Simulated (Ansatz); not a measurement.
# BN: response to strain

The reference is BN in the zinc blende structure (space group F-43m, No. 216).

```yaml
crystal:
  lattice:
    - [0.00000, 1.79027, 1.79027]
    - [1.79027, 0.00000, 1.79027]
    - [1.79027, 1.79027, 0.00000]
  atoms:
    - { symbol: B, position: [0.00000, 0.00000, 0.00000] }
    - { symbol: N, position: [0.25000, 0.25000, 0.25000] }
```

Cartesian axes are those of the cell as printed.

Strains are applied to the cell and any free atomic positions relax; under biaxial strain the out-of-plane vector relaxes too.

All numbers come from Ansatz (an electronic-structure program), LDA, PAW, cutoff 420 eV, no spin-orbit coupling.

Notes on the quantities. energy relative to the base: free energy F.

```csv
"biaxial strain, plane normal [111], relaxed out of plane (%)",energy relative to the base (meV/atom)
0,0.0
0.42,0.7
0.83,2.7
1.25,?
1.67,10.6
2.08,16.3
2.5,23.3
```

Q: Fit ΔE = Aε² + Bε³ (ε in %) to the rows shown and predict the withheld row.

A: Least squares on the printed values gives A = 3.96 and B = -0.094 meV/atom (largest residual 0.0 meV/atom); this predicts 6.0 meV/atom, and the run gives 6.0 meV/atom, in agreement.

Whether these cells are dynamically stable was not tested.
